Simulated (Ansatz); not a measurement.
Abridged Ansatz (a quantum-chemistry and plane-wave program) output:

```
Pseudopotential: Cd, paw, valence charge 20
Pseudopotential: O, paw, valence charge 6
Crystal: 6 atoms, lattice volume = 77.958 Å³
Basis set: ecut = 420 eV, 1511 PW (Γ), exchange–correlation on 72×72×48 points (8 copies of the dense FFT grid, shifted against one another)
Bands: 38, of which v1, the nominal top of the filled ones, is band 32 counted from 1 (31 counted from 0)
Symmetry: 16 space group operations
k-points: 168 of 1400
Functional: x = pbesol(κ = 0.804, μ = 0.12345679012345678), c = pbesol(β = 0.046)
SCF iter   1: F=—  HF=-18601.494611 eV  |F-HF|=—  |Δ(HF+E_count)|=         —  Δρ=1.62e-2  dr2=1.15e-1  ethr=1.77e-3  ⟨swp⟩=5.8  Hψ=23463  notcnv=0
SCF iter   2: F=—  HF=-18601.466324 eV  |F-HF|=—  |Δ(HF+E_count)|=   2.83e-2  Δρ=9.68e-3  dr2=3.58e-2  ethr=1.80e-4  ⟨swp⟩=2.6  Hψ=13304  notcnv=0
SCF 1 converged in 8 iterations: F = -18601.455564 eV  dr2 = 2.83e-11
SCF converged after 8 iterations
Free energy (F): -18601.455564 eV
Internal energy: -18601.423058 eV  (E = F + TS)
E sigma→0 (E₀):  -18601.439311 eV
Entropy (-TS):   -0.032506 eV (-5.418 meV/atom)
Fermi energy:    7.736013 eV
--- Forces (eV/Å), atoms counted from 1 ---
  atom   1  Cd    -0.00000000    -0.00000000     0.00000000
  atom   2  Cd     0.00000000     0.00000000     0.00000000
  atom   3  O     -0.00016173    -0.00016173     0.00000000
  atom   4  O     -0.00016173     0.00016173     0.00000000
  atom   5  O      0.00016173    -0.00016173     0.00000000
  atom   6  O      0.00016173     0.00016173     0.00000000
--- Stress (GPa, compression-positive) ---
        0.006208       0.000000       0.000000
        0.000000       0.006208       0.000000
        0.000000       0.000000      -0.002093
  P = ⅓ Tr σ = 0.0034 GPa (0.034 kbar)
```

What was computed, and what are the main results?

CdO2, 6 atoms in the cell, with DFT with PBEsol, PAW potentials and a 420 eV plane-wave cutoff in Ansatz, no SOC. The last SCF converged to F = -18601.455564 eV, or -3100.2426 eV per atom, at a pressure of 0.00 GPa. The total energy compares only with runs of the same code, potentials and settings.

Whether these cells are dynamically stable was not tested. All final runs are without spin polarisation. The cell was made from SnO2 by this change: Sn → Cd; the result is a hypothetical phase, not in the database extracts checked.
